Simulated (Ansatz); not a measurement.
```xyz
14
Lattice="5.3593 0.0000 0.0000 -0.5774 5.3324 0.0000 -2.5216 -2.5073 6.5224" Properties=species:S:1:pos:R:3 pbc="T T T"
Fe     0.0000     0.0000     0.0000
Fe     1.1301     1.4126     3.2612
P      3.8396     2.4370     1.5530
P     -1.5793     0.3882     4.9693
O     -1.6524     1.6842     5.8048
O      3.9127     1.1409     0.7176
O     -1.6108    -0.8502     5.8826
O      3.8710     3.6753     0.6398
O      2.6303     0.3144     3.9425
O     -0.3700     2.5108     2.5799
O     -0.2122     0.3246     4.2589
O      2.4725     2.5005     2.2635
F      1.3076     2.6409     4.7998
F      0.9527     0.1843     1.7226
```
Moments meant for the start (each program seeds them in its own way; μB, in the order of the atoms Fe Fe P P O O O O O O O O F F): 4.0 4.0 0.0 0.0 0.0 0.0 0.0 0.0 0.0 0.0 0.0 0.0 0.0 0.0.

Computed with PBEsol, default PAW files made with PBE (plane waves; Ansatz, a first-principles code).

The set-up and first iterations of an Ansatz log for FePO4F (P-1, 14 atoms in the cell):

```
WARN basis.ecutwfc = 334.7000508256524 eV is below the records' recommended cutoff, and the density's cutoff is lower with it unless basis.ecutrho_ratio is …
WARN ansatz: RAYON_NUM_THREADS=1 ignored (pool sized by the plan → 1); use --threads N
Pseudopotentials: kind: paw
Pseudopotential: Fe, paw, valence charge 16
Pseudopotential: P, paw, valence charge 5
Pseudopotential: O, paw, valence charge 6
Pseudopotential: F, paw, valence charge 7
Crystal: 14 atoms, lattice volume = 186.396 Å³
Basis set: ecut = 334.7000508256524 eV, 2585 PW (Γ), exchange–correlation on 64×72×90 points (8 copies of the dense FFT grid, shifted against one another)
Bands: 70, of which v1, the nominal top of the filled ones, is band 52 counted from 1 (51 counted from 0)
Symmetry: 2 space group operations
Space group: P-1 (ITA 2), of the structure as read, at distance tolerance 5.7e-5 Å
Magnetic group: BNS 2.4 (UNI 4), of the structure as read, at distance tolerance 5.7e-5 Å
k-points: 26 of 48
PAW frozen core: Fe, regenerated for the run's functional, and the local potential with it
PAW frozen core: P, regenerated for the run's functional, and the local potential with it
PAW frozen core: O, regenerated for the run's functional, and the local potential with it
PAW frozen core: F, regenerated for the run's functional, and the local potential with it
Initial density: superposition of atomic densities (chi_scale 0.1, normalization cell, long waves kept (reshape's long-wave potential 0.15 eV rms))
Starting moments: Σ|m| = 8 μB on 2 of 14 sites
Initial wavefunctions: pseudopotential atomic-orbital guess
Eigensolver: davidson
Functional: x = pbesol(κ = 0.804, μ = 0.12345679012345678), c = pbesol(β = 0.046)
SCF iter   1: F=—  HF=-16479.038003 eV  |F-HF|=—  |Δ(HF+E_count)|=         —  Δρ=1.75e-1 (↑1.49e-1 ↓1.75e-1)  dr2=1.93e2  dr2_m=4.42e0  M=4.578 μB ∫|m|=5.268 μB  β_m=0.30  ethr=3.10e-3  ⟨swp⟩=6.7  Hψ=16262  notcnv=0  defer=148
Mixer restart at iter 1: flushing history
all-band conjugate gradients solve this SCF's bands
preconditioner: auto → Kerker (q_TF=auto, 2.475 Å⁻¹)
spin=Collinear: Kerker preconditioning applied to the charge; magnetization (m = ρ↑ − ρ↓) channel mixes plain (no charge-response kernel on spin).
SCF iter   2: F=—  HF=-16463.229138 eV  |F-HF|=—  |Δ(HF+E_count)|=    1.58e1  Δρ=5.65e-2 (↑4.94e-2 ↓5.65e-2)  dr2=9.39e0  dr2_m=8.98e-1  M=8.000 μB ∫|m|=8.191 μB  β_m=0.28  ethr=3.10e-3  ⟨swp⟩=4.0  Hψ=9635  notcnv=0  defer=425
SCF iter   3: F=—  HF=-16462.226998 eV  |F-HF|=—  |Δ(HF+E_count)|=    1.00e0  Δρ=3.39e-2 (↑3.17e-2 ↓3.39e-2)  dr2=2.98e0  dr2_m=5.58e-1  M=7.999 μB ∫|m|=8.177 μB  β_m=0.63  ethr=3.10e-3  ⟨swp⟩=2.1  Hψ=6675  notcnv=0  defer=426
SCF iter   4: F=—  HF=-16461.983980 eV  |F-HF|=—  |Δ(HF+E_count)|=   2.43e-1  Δρ=1.22e-2 (↑1.03e-2 ↓1.22e-2)  dr2=1.18e0  dr2_m=1.25e-2  M=8.001 μB ∫|m|=8.216 μB  β_m=0.62  ethr=2.87e-3  ⟨swp⟩=2.5  Hψ=7075  notcnv=0  defer=428
   [... lines left out ...]
```

Problem. Will this run converge, and how will it end?

Solution. The run converged in 31 iterations. Convergence of the loop says nothing yet on basis, mesh or lower states. It ends on: free energy E − TS (on the zero of these files) -16461.8843 eV; Fermi level (on the code's own zero) 2.70 eV; pressure -7.65 GPa; largest force (vector length) 1.232 eV/Å; size of the cell's spin moment 0.08 μB. The log goes on:

```
   [... lines left out ...]
SCF iter  29: F=—  HF=-16461.884323 eV  |F-HF|=—  |Δ(HF+E_count)|=   2.64e-8  Δρ=2.81e-6 (↑2.81e-6 ↓2.21e-6)  dr2=6.30e-8  dr2_m=1.92e-9  M=0.076 μB ∫|m|=8.136 μB  β_m=0.97  ethr=5.92e-10  ⟨swp⟩=2.1  Hψ=5429  notcnv=0  defer=511
SCF iter  30: F=—  HF=-16461.884323 eV  |F-HF|=—  |Δ(HF+E_count)|=   2.62e-8  Δρ=3.29e-6 (↑3.29e-6 ↓3.27e-6)  dr2=1.09e-7  dr2_m=1.66e-9  M=0.076 μB ∫|m|=8.136 μB  β_m=0.98  ethr=6.05e-11  ⟨swp⟩=2.3  Hψ=5367  notcnv=0  defer=511
SCF iter  31: F=-16461.884323 eV  HF=-16461.884323 eV  |F-HF|=5.53e-10  |Δ(HF+E_count)|=  6.18e-10  Δρ=6.80e-7 (↑6.80e-7 ↓4.36e-7)  dr2=2.83e-9  dr2_m=1.93e-10  M=0.076 μB ∫|m|=8.136 μB  ethr=6.05e-11  ⟨swp⟩=14.4  Hψ=18904  notcnv=0
SCF 1 converged in 31 iterations: F = -16461.884323 eV  dr2 = 2.83e-9
WARN: the starting moments were not kept: 1 of 2 ended reversed and 1 kept their direction, counting a site from 0.1 μB …
   [... lines left out ...]
Absolute magnetization: 8.1560 μB (∫|ρ↑−ρ↓|, with the PAW one-centre terms)
Free energy (F): -16461.884323 eV
Fermi energy:    2.702847 eV
   [... lines left out ...]
  atom  13  F      0.18102341    -0.26754725     0.04618995
  atom  14  F     -0.18102341     0.26754725    -0.04618995
--- Stress (GPa, compression-positive) ---
       -9.170641       0.857835       1.754042
        0.857833      -8.247522       1.290517
        1.754032       1.290519      -5.528278
  P = ⅓ Tr σ = -7.6488 GPa (-76.488 kbar)
  The stress holds the Pulay correction. Without it, at fixed plane waves, as pw.x and ABINIT print it: P = -20.3998 GPa
```

For comparison: a first run was changed to give this one (basis.ecutwfc: 30.9 Ry → 24.6 Ry), and from it to this one the free energy rises by 132 meV/atom, the pressure goes from -7.98 to -7.65 GPa and the largest force goes from 1.312 to 1.232 eV/Å.

The starting cell comes from a database of computed structures (which also holds hypothetical and non-ambient phases and stackings), without a prior relaxation at this level. The magnetic order is the one reached from the typed start; others were not searched systematically. The program warned that a starting moment was not kept. Forces in this geometry exceed 1 eV/Å. Ansatz's pressure includes its estimate of the finite-basis (Pulay) stress. Without the estimate this run gives -20.40 GPa. The cutoff lies below the one recommended for these files.

The run was DFT, PBEsol, plane waves, default PAW files made with PBE. Main settings of its input:

- basis.ecutwfc: 24.6 Ry
- kpoints.mp_grid.grid: 4 4 3
- hamiltonian.xc: pbesol
- hamiltonian.pseudopotentials: {kind: paw} (the program's default PAW files)
- magnetization.spin_polarized: true
- scf.occupations.method: gaussian
- scf.occupations.width: 0.0147 Ry

Keys are those of Ansatz 0.2.
